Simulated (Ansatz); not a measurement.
Base system: Rb3InCl6 (space group Fm-3m, No. 225; a = 11.128 Å; a cell from a computed database, its experimental status unchecked). Axes: x, y, z lie along the cube axes.

The values are results of r2SCAN (Ansatz, an electronic-structure program; PAW; 500 eV plane waves; without spin-orbit coupling), not measurements.

Before the change:

| Item | Value |
|---|---|
| Band gap | 4.43 eV |
| Shortest interatomic distance | 2.514 Å |
| Valence-band top at Γ | 0.00, 0.00, 0.00 eV |

Now apply this change: biaxial strain −2.27 %, plane normal [110], relaxed out of plane (Cartesian); in-plane vectors clamped, the third vector and the atoms free.

Problem. What happens to the band gap, shortest interatomic distance and valence-band top at Γ?

Solution. The band gap shrinks by 0.02 eV (4.43 eV → 4.41 eV); the shortest interatomic distance drops by 0.046 Å to 2.468 Å; the valence-band top at Γ (three highest levels, from the VBM) changes from 0.00, 0.00, 0.00 eV to 0.00, -0.04, -0.05 eV.

No phonon test of stability was made. Under biaxial strain −2.27 %, plane normal [110], relaxed out of plane the cell ends below the base's energy or with stress of the wrong sign: the atoms slid into a distortion or the cell is elastically unstable, so the base is not a stable minimum at this level.
